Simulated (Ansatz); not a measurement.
**InP (F-43m): band-edge transport data**

Consider the following.

```xyz
2
Lattice="0.0000 2.9536 2.9536 2.9536 0.0000 2.9536 2.9536 2.9536 0.0000" Properties=species:S:1:pos:R:3 pbc="T T T"
In     0.0000     0.0000     0.0000
P      1.4768     1.4768     1.4768
```

The numbers are results of r2SCAN with spin-orbit coupling, rigid bands (plane waves, PAW; Ansatz, an electronic-structure program), not measurements. Cell: cell and atoms relaxed with r2SCAN.

```
Quantity                                                                                                                                                        Value
---------------------------------------------------------------------------------------------------------------------------------------  ----------------------------
band gap                                                                                                                                                      1.00 eV
electron conductivity mass (300 K, dilute)                                                                                                                   0.084 mₑ
hole conductivity mass (300 K, dilute)                                                                                                                        0.57 mₑ
effective density of states N_c (300 K)                                                                                                                   5.6e17 cm⁻³
effective density of states N_v (300 K)                                                                                                                   2.5e19 cm⁻³
density-of-states mass, electrons                                                                                                                            0.079 mₑ
density-of-states mass, holes                                                                                                                                 1.00 mₑ
Seebeck coefficient, n-type 1e19 cm⁻³, 300 K                                                                                                                 -56 μV/K
Seebeck coefficient, p-type 1e19 cm⁻³, 300 K                                                                                                                 322 μV/K
best p-type power factor at 300 K for τ = 10 fs (best axis; densities from 1e16 to 1e21 cm⁻³ tried, whether or not they can be reached)  13.7 μW/(cm·K²) at 3e20 cm⁻³
```

Rigid bands; masses and Seebeck coefficients take one relaxation time τ for all states and one kind of carrier; polarons and phonon drag are left out.
